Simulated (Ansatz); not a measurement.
ZnSO4 (F-43m), PBEsol, rigid bands (Ansatz, a program for electronic structure): N_v = 8.75e21 cm⁻³ at 300 K and a hole conductivity mass of 43.8 mₑ.

**Question.** For 1e16 holes per cm³ at 300 K, place the Fermi level, estimate the Seebeck coefficient of a parabolic band with constant τ, and give mobility and conductivity for τ = 5 fs.

**Answer.** The level lies k_BT ln(N_v/p) = 0.354 eV above the valence-band maximum. S ≈ +(k_B/e)[ln(N_v/p) + 5/2] = 1394 μV/K, against 1304 μV/K from the full bands (mean over directions). μ = eτ/m = 0.201 cm²/(V·s) and σ = peμ = 0.000322 S/cm. τ is assumed, not computed.

Band transport and this doping are assumed; polarons and phonon drag are left out. Spin-orbit coupling is left out; where it splits the top of the valence band, N_v and the p-type Seebeck coefficient come out somewhat high without it.

Computed structure with no diffraction record at hand here (it may be known, metastable or hypothetical): ZnSO4 (F-43m).
